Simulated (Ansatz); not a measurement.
System: Sc2AlC (P6₃/mmc, No. 194, 8 atoms in the cell; start mp-13070). Method: LDA (Ansatz, a first-principles code, PAW).

Input file:

Ansatz 0.2 input:
```yaml
crystal:
  lattice:
    - [3.2496190175, 0.0, 0.0]
    - [-1.6248095087, 2.8142526217, 0.0]
    - [0.0, 0.0, 14.9038072931]
  atoms:
    - { symbol: Sc, position: [0.6666666667, 0.3333333333, 0.9172729314] }
    - { symbol: Sc, position: [0.3333333333, 0.6666666667, 0.0827270686] }
    - { symbol: Sc, position: [0.3333333333, 0.6666666667, 0.4172729314] }
    - { symbol: Sc, position: [0.6666666667, 0.3333333333, 0.5827270686] }
    - { symbol: Al, position: [0.3333333333, 0.6666666667, 0.75] }
    - { symbol: Al, position: [0.6666666667, 0.3333333333, 0.25] }
    - { symbol: C, position: [0.0, 0.0, 0.0] }
    - { symbol: C, position: [0.0, 0.0, 0.5] }
basis:
  ecutwfc: 520
  ecutrho_ratio: 4
  xc_grid: 2
kpoints:
  mp_grid: { grid: [18, 18, 4] }
hamiltonian:
  xc: lda
  dispersion: none
  pseudopotentials: { kind: paw }
scf:
  occupations: { method: fermi_dirac, width: 0.05 }
output:
  forces: true
  stress: true
  eigenvalues: true
relax:
  f_tol: 0.004
  escape_saddle: false
  max_steps: 80
  cell: { stress_tol: 0.02, fix: [volume] }
```

From the output:

```
Relaxation: its limit of steps is 80 (relax.max_steps)
Crystal: 8 atoms, lattice volume = 136.299 Å³
Basis set: ecut = 520 eV, 3631 PW (Γ), exchange–correlation on 50×50×240 points (8 copies of the dense FFT grid, shifted against one another)
Bands: 37, of which v1, the nominal top of the filled ones, is band 29 counted from 1 (28 counted from 0)
Symmetry: 24 space group operations
Space group: P63/mmc (ITA 194), of the structure as read, at distance tolerance 5.1e-5 Å
k-points: 111 of 1296
Functional: x = slater, c = lda
SCF iter   1: F=—  HF=-9871.629083 eV  |F-HF|=—  |Δ(HF+E_count)|=         —  Δρ=5.07e-3  dr2=4.52e-2
SCF iter   2: F=—  HF=-9871.621693 eV  |F-HF|=—  |Δ(HF+E_count)|=   7.39e-3  Δρ=2.44e-3  dr2=1.40e-2
  ...
SCF 1 converged in 7 iterations: F = -9871.619165 eV  dr2 = 2.95e-8
Crystal: 8 atoms, lattice volume = 136.299 Å³
Initial density: handed on by an earlier stage of this run
SCF 2 converged in 6 iterations: F = -9871.617099 eV  dr2 = 1.10e-7
Crystal: 8 atoms, lattice volume = 136.299 Å³
SCF 3 converged in 9 iterations: F = -9871.622045 eV  dr2 = 7.79e-12
Crystal: 8 atoms, lattice volume = 136.299 Å³
SCF 4 converged in 5 iterations: F = -9871.622058 eV  dr2 = 2.84e-9
Crystal: 8 atoms, lattice volume = 136.299 Å³
SCF iter   4: F=—  HF=-9871.622057 eV  |F-HF|=—  |Δ(HF+E_count)|=  6.55e-11  Δρ=9.15e-8  dr2=2.02e-11
SCF iter   5: F=-9871.622057 eV  HF=-9871.622057 eV  |F-HF|=1.82e-12  |Δ(HF+E_count)|=  1.82e-12  Δρ=2.35e-8  dr2=7.65e-13
SCF 5 converged in 5 iterations: F = -9871.622057 eV  dr2 = 7.65e-13
SCF converged after 5 iterations
Free energy (F): -9871.622057 eV
Internal energy: -9871.578168 eV  (E = F + TS)
E sigma→0 (E₀):  -9871.600113 eV
Fermi energy:    8.783331 eV
--- Forces (eV/Å), atoms counted from 1 ---
  atom   1  Sc     0.00000000    -0.00000000    -0.00003178
  atom   2  Sc     0.00000000     0.00000000     0.00003178
  atom   3  Sc    -0.00000000     0.00000000    -0.00003178
  atom   4  Sc    -0.00000000    -0.00000000     0.00003178
  atom   5  Al    -0.00000000     0.00000000     0.00000000
  atom   6  Al     0.00000000    -0.00000000     0.00000000
  atom   7  C     -0.00000000    -0.00000000    -0.00000000
  atom   8  C     -0.00000000     0.00000000     0.00000000
--- Stress (GPa, compression-positive) ---
       -1.820069       0.000000       0.000000
        0.000000      -1.820069       0.000000
        0.000000       0.000000      -1.818307
  P = ⅓ Tr σ = -1.8195 GPa (-18.195 kbar)
```

The cell is one volume of an energy–volume scan, off the minimum.

The PAW data were made under PBE.

Note: the relaxation could not lower the start's symmetry, so the cell can be a saddle point above a distorted one.

A start named mp-… is a Materials Project structure, which need not be a measured phase.
